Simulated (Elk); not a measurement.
Elk 10.2.4, DFT, PBE, all-electron FP-LAPW, Elk's shipped species files: bcc W, atoms displaced, 4 atoms. Basis and mesh were picked for this test and aren't claimed converged.

```text
tasks
  0

xctype
  20

swidth
  0.004

ngridk
  4 4 8

maxscl
  100

avec
    -5.9809831844    5.9809831844    5.9809831844
     5.9809831844   -5.9809831844    5.9809831844
     2.9904915922    2.9904915922   -2.9904915922

atoms
  1
  'W.in'
  4
  0.0054430000 0.0036700000 0.0032050000    0.0 0.0 0
  0.9964050000 0.5052760000 0.0015700000    0.0 0.0 0
  0.4987330000 0.0118240000 0.0105420000    0.0 0.0 0
  0.5016650000 0.4980740000 0.0017630000    0.0 0.0 0
```

The program reports k-points after symmetry: 128, largest matrix size: 295, valence states: 72.

Machine: one whole node, Intel Xeon 6 (Granite Rapids), 96 cores on 1 socket, 2 hardware threads a core, 3 L3 cache groups, 3 NUMA nodes.

Each time is the median wall time of two to five repeats, run one at a time on the otherwise empty machine; start-up is included. Processes are pinned to neighbouring cores unless said otherwise. The build: conda-forge: no MPI, OpenMP (GNU), OpenBLAS with its own threads, FFTW; another build can shift the numbers. Scratch files lie in a memory file system.

Measured so far:

```json
[
 {"cores": "2", "layout": "2 threads, 1 BLAS thread", "wall time": "44 s"},
 {"cores": "4", "layout": "4 threads, 1 BLAS thread", "wall time": "23 s"}
]
```

Still to be tried: 8 threads, 1 BLAS thread; 16 threads, 1 BLAS thread; 32 threads, 1 BLAS thread; 64 threads, 1 BLAS thread; 96 threads, 1 BLAS thread. How far does this job scale usefully (efficiency of one half or more)?

Efficiency, counted from 2 cores, stays above one half up to 16 cores and is 32 % at 32. The shortest time, 8.6 s, comes at 32 cores (16: level within 8 % or the scatter of repeats); at 96 the run, laid out as 96 threads, 1 BLAS thread, is slower again (12 s).

```csv
cores,layout,wall time,speed-up over 2,efficiency,core-seconds
2,"2 threads, 1 BLAS thread",44 s,1.0×,100 %,88
4,"4 threads, 1 BLAS thread",23 s,1.9×,95 %,93
8,"8 threads, 1 BLAS thread",13 s,3.3×,82 %,110
16,"16 threads, 1 BLAS thread",9.2 s,4.8×,60 %,150
32,"32 threads, 1 BLAS thread",8.6 s,5.1×,32 %,280
64,"64 threads, 1 BLAS thread",10 s,4.2×,13 %,670
96,"96 threads, 1 BLAS thread",12 s,3.6×,8 %,1200
```
